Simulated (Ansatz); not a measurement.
A self-consistent single point of NiTe2 (P3m1, 3 atoms in the cell) with Ansatz (an electronic-structure program).

Computed with PBEsol, default PAW files made with PBE (plane waves; Ansatz).

The change in words: lattice scaled by 0.98; basis.ecutwfc: 30.9 Ry → 61.7 Ry. Reference geometry:
```
NiTe2
1.0
    3.88675     0.00000     0.00000
   -1.94337     3.36602     0.00000
    0.00000     0.00000     5.38866
Ni Te
1 2
Cartesian
  0.00000   0.00000   0.05000
  0.00000   2.24402   1.30362
  1.94338   1.12201   4.08503
```

Reference input (self-consistent single point, DFT, PBEsol, plane waves, default PAW files made with PBE): basis.ecutwfc = 30.9 Ry; kpoints.mp_grid.grid = 8 8 5; hamiltonian.xc = pbesol; hamiltonian.pseudopotentials = {kind: paw} (the program's default PAW files); scf.occupations.method = gaussian; scf.occupations.width = 0.0073 Ry. This run's input differs from it in these lines:

Ansatz 0.2 input:
```diff
@@ -3,11 +3,11 @@
   lattice:
-    - [3.886747, 0.000000, 0.000000]
-    - [-1.943374, 3.366021, 0.000000]
-    - [0.000000, 0.000000, 5.388659]
+    - [3.809012, 0.000000, 0.000000]
+    - [-1.904507, 3.298701, 0.000000]
+    - [0.000000, 0.000000, 5.280886]
   atoms:
-    - { symbol: Ni, position_ang: [0.000000, 0.000000, 0.050001] }
-    - { symbol: Te, position_ang: [-0.000002, 2.244015, 1.303624] }
-    - { symbol: Te, position_ang: [1.943375, 1.122006, 4.085035] }
+    - { symbol: Ni, position_ang: [0.000000, 0.000000, 0.049001] }
+    - { symbol: Te, position_ang: [-0.000003, 2.199135, 1.277552] }
+    - { symbol: Te, position_ang: [1.904508, 1.099566, 4.003334] }
 basis:
-  ecutwfc: 30.9 Ry
+  ecutwfc: 61.7 Ry
 kpoints:
```

The program printed (abridged):

```
SCF iter   1: F=—  HF=-19608.765916 eV  |F-HF|=—  |Δ(HF+E_count)|=         —  Δρ=1.72e-2  dr2=1.39e-1  ethr=1.77e-3  ⟨swp⟩=6.2  Hψ=5154  notcnv=0
all-band conjugate gradients solve this SCF's bands
preconditioner: auto → LDOS
SCF iter   2: F=—  HF=-19608.762110 eV  |F-HF|=—  |Δ(HF+E_count)|=   3.81e-3  Δρ=9.41e-3  dr2=3.10e-2  ethr=2.79e-4  ⟨swp⟩=2.0  Hψ=1979  notcnv=0  defer=30
   [... lines left out ...]
SCF iter   5: F=—  HF=-19608.753315 eV  |F-HF|=—  |Δ(HF+E_count)|=   1.67e-4  Δρ=1.46e-4  dr2=1.26e-5  ethr=3.62e-6  ⟨swp⟩=1.4  Hψ=1191  notcnv=0  defer=30
SCF iter   6: F=—  HF=-19608.753318 eV  |F-HF|=—  |Δ(HF+E_count)|=   2.35e-6  Δρ=4.46e-5  dr2=1.03e-6  ethr=2.53e-8  ⟨swp⟩=2.1  Hψ=2006  notcnv=0  defer=30
SCF iter   7: F=—  HF=-19608.753318 eV  |F-HF|=—  |Δ(HF+E_count)|=   2.69e-7  Δρ=1.65e-5  dr2=1.72e-7  ethr=2.00e-10  ⟨swp⟩=9.0  Hψ=5890  notcnv=0
SCF iter   8: F=-19608.753318 eV  HF=-19608.753318 eV  |F-HF|=8.87e-8  |Δ(HF+E_count)|=   4.21e-8  Δρ=1.13e-5  dr2=9.58e-8  ethr=2.00e-10  ⟨swp⟩=4.8  Hψ=4186  notcnv=0
SCF 1 converged in 8 iterations: F = -19608.753318 eV  dr2 = 9.58e-8
Free energy (F): -19608.753318 eV
Internal energy: -19608.738727 eV  (E = F + TS)
E sigma→0 (E₀):  -19608.746023 eV
Entropy (-TS):   -0.014591 eV (-4.864 meV/atom)
Fermi energy:    12.680881 eV
--- Forces (eV/Å), atoms counted from 1 ---
  atom   1  Ni    -0.00000000     0.00000000    -0.40489791
  atom   2  Te    -0.00000000     0.00000000     0.51447308
  atom   3  Te     0.00000000     0.00000000    -0.10955886
--- Stress (GPa, compression-positive) ---
        1.447433       0.000000      -0.000000
        0.000000       1.447433       0.000000
       -0.000000       0.000000       0.444818
  P = ⅓ Tr σ = 1.1132 GPa (11.132 kbar)
  The stress holds the Pulay correction. Without it, at fixed plane waves, as pw.x and ABINIT print it: P = 1.1116 GPa
```

The run converged in 8 iterations. Against the reference run the free energy falls by 14.8 meV/atom, the pressure goes from -3.83 to 1.11 GPa and the largest force goes from 0.353 to 0.514 eV/Å.

The starting cell comes from a database of computed structures (which also holds hypothetical and non-ambient phases and stackings), without a prior relaxation at this level. Its lattice was rescaled by up to half a per cent. One atom was moved a little off its site on purpose. For this run, on top of that: lattice scaled by 0.98. Spin-orbit coupling is off. Spin polarisation is off, so a magnetic state, if there is one, cannot be reached. Ansatz's pressure includes its estimate of the finite-basis (Pulay) stress.
